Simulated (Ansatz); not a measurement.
# A computed series for ZrS2: thickness series

Base system: ZrS₂ in the CdI2 type structure (space group P-3m1, No. 164; a = 3.674 Å, c = 5.861 Å; layered, stacked along the Cartesian z axis).

Free-standing slabs (3 atom(s) a layer) normal to the stacking axis with 15 Å of vacuum; in-plane cell relaxed.

Method: plane-wave PAW DFT at the r2SCAN+rVV10 level (Ansatz, a quantum-chemistry and plane-wave program, 500 eV), no SOC.

Notes on the quantities. excess energy per area of both faces: slab less bulk energy over the cell's area: twice a surface energy.

```json
[
 {"variant": "base", "excess energy per area of both faces": "–", "gap character": "–", "band gap": "1.17 eV", "thickness between the outermost nuclei": "–"},
 {"variant": "1 layer", "excess energy per area of both faces": "0.28 J/m²", "gap character": "indirect, Γ → M", "band gap": "1.53 eV", "thickness between the outermost nuclei": "2.88 Å"},
 {"variant": "2 layers", "excess energy per area of both faces": "0.30 J/m²", "gap character": "indirect, Γ → M", "band gap": "1.46 eV", "thickness between the outermost nuclei": "8.76 Å"},
 {"variant": "3 layers", "excess energy per area of both faces": "0.31 J/m²", "gap character": "indirect, Γ → M", "band gap": "1.42 eV", "thickness between the outermost nuclei": "14.63 Å"},
 {"variant": "4 layers", "excess energy per area of both faces": "0.31 J/m²", "gap character": "…", "band gap": "…", "thickness between the outermost nuclei": "…"}
]
```

**Question.** Some entries are withheld; estimate them.

**Answer.** 
- 4 layers, gap character: indirect, K–Γ (80 % along) → M
- 4 layers, band gap: 1.34 eV
- 4 layers, thickness between the outermost nuclei: 20.49 Å

The excess energy carries the mismatch between the slab's and the bulk's meshes. Whether these cells are dynamically stable was not tested.
